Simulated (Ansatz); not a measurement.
hcp Gd was calculated with PBE0 in Ansatz (PAW).

Run with plane-wave cutoff 460 eV, 9×9×6 k mesh (along the axes of the cell as run), Fermi–Dirac smearing 0.05 eV, spin-polarised with parallel moments, scalar-relativistic PAW data made under PBE.

Cell (measured lattice):

```
Gd
1.0
    1.81685    -3.14688     0.00000
    1.81685     3.14688     0.00000
    0.00000     0.00000     5.78210
Gd
2
Direct
  0.33333   0.66667   0.25000
  0.66667   0.33333   0.75000
```
Starting moments (μB, in the order of the record's atoms Gd Gd): 7.0 7.0.

### Question
What does this level give for the magnetic moment per atom (the cell's total over its atoms)?

### Answer

- magnetic moment per atom (the cell's total over its atoms): 7.94 μB

Note: the run warned that the count of filled bands differs between k points; the state of the 4f shell is in doubt; the collinear magnetic order is the start's and need not be the measured one; cell and atoms aren't relaxed at this level (pressure 2.3 GPa).

Moments are spin moments.

Spin–orbit coupling is not included.

Static lattice: no zero-point or thermal effects.

The result took roughly 30 core-minutes.

Ansatz is an electronic-structure program.
